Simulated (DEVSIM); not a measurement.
Device: Schottky contact on n-type In0.53Ga0.47As, at 300 K.

Layer 1 from the left is In0.53Ga0.47As, thickness (μm) 0.990, Nd (cm⁻³) 8.5e16, τn (s) 4.3e-8, τp (s) 4.3e-8.

Left contact: Schottky, work function 4.9 eV, emission velocity 3.3e6 cm/s. Right contact: ohmic. Voltage is applied to the left contact. Recombination: SRH at mid-gap, Auger. Mobility is μmin + (μ − μmin)/(1 + (N/Nref)^α).

Constants are typed, rounded textbook-type inputs, not results; the design itself was drawn at random and stands for no fabricated device. Values at 300 K.

In0.53Ga0.47As: gap (eV) 0.74, affinity (eV) 4.51, permittivity 13.9, Nc (cm⁻³) 2.1e17, Nv (cm⁻³) 7.7e18, μn (cm²/Vs) 12000, μp (cm²/Vs) 300, μn,min 300, μp,min 10, Nref,n 1.3e17, Nref,p 4.9e17, αn 0.48, αp 0.4, Cn (cm⁶/s) 5e-29, Cp (cm⁶/s) 5e-29.

**Question.** Estimate by hand the built-in potential, the peak field at zero bias, and compare with a numerical solution.

**Answer.** 
- Built-in potential: barrier φB = 0.390 eV; Vbi = φB − kT/q ln(N_band/N) = 0.367 V; numerical 0.367 V.
- Peak field at zero bias: depletion approximation: W = √(2εVbi/(qN)) = 0.0814 μm with N = 8.50e16 cm⁻³; field = 2Vbi/W = 90100 V/cm; numerical 86300 V/cm (estimate above by 4.4 %).

Simulated with DEVSIM: 1D drift-diffusion, Boltzmann statistics, complete ionisation; no tunnelling, impact ionisation, image-force lowering or self-heating. Metal contacts follow the ideal Schottky-Mott rule: no Fermi-level pinning, no interface dipoles.
